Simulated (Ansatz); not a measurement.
Take Sr in the fcc (Cu type) structure (space group Fm-3m, No. 225; a = 6.029 Å) as the base.

Computed with PBE (Ansatz, a program for electronic structure, PAW, no spin-orbit coupling).

One change was made to it. Results:

The band gap is still zero; the density increases by 0.15 g/cm³ (2.66 g/cm³ → 2.81 g/cm³).

Problem. Which change produced these results?
A. pressure 1.5 GPa
B. pressure 0.7 GPa
C. pressure 7.5 GPa
D. pressure 10 GPa
E. pressure −2 GPa

Solution. B, pressure 0.7 GPa. For comparison, the density in the other runs: pressure 1.5 GPa gives 2.95 g/cm³; pressure 10 GPa gives 4.08 g/cm³; pressure 7.5 GPa gives 3.79 g/cm³; pressure −2 GPa gives 2.03 g/cm³.

Load acts through the strain it causes; cell and atoms are relaxed under it. Stability against distortions was not tested. Measured, Sr leaves this structure (for bcc) near 3.5 GPa (temperature not stated; as listed in Olga Degtyareva, NATO science for peace and security series. B, Physics and biophysics (2010)).
